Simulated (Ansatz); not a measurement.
The reference is W in the bcc (W type) structure (space group Im-3m, No. 229).

Space group Im-3m (No. 229); a = b = c = 3.169 Å, α = β = γ = 90.00°

```json
[
 {"atom": "W", "site": "2a", "symmetry": "m-3m", "x": "0.0000", "y": "0.0000", "z": "0.0000"}
]
```
(The calculation used a cell of 1 atom; values per cell refer to that cell.)

Computed with r2SCAN, PAW, 500 eV (Ansatz, a first-principles code; no spin-orbit coupling).

Before the change:

| Quantity | Value |
|---|---|
| Lattice parameter a | 3.169 Å |

It is then changed as follows: full substitution W → Ta; the structure is relaxed again.

Q: Predict the new lattice parameter a.

A: The lattice parameter a goes up by 0.136 Å to 3.305 Å.

No phonon test of stability was made. All final runs are without spin polarisation.
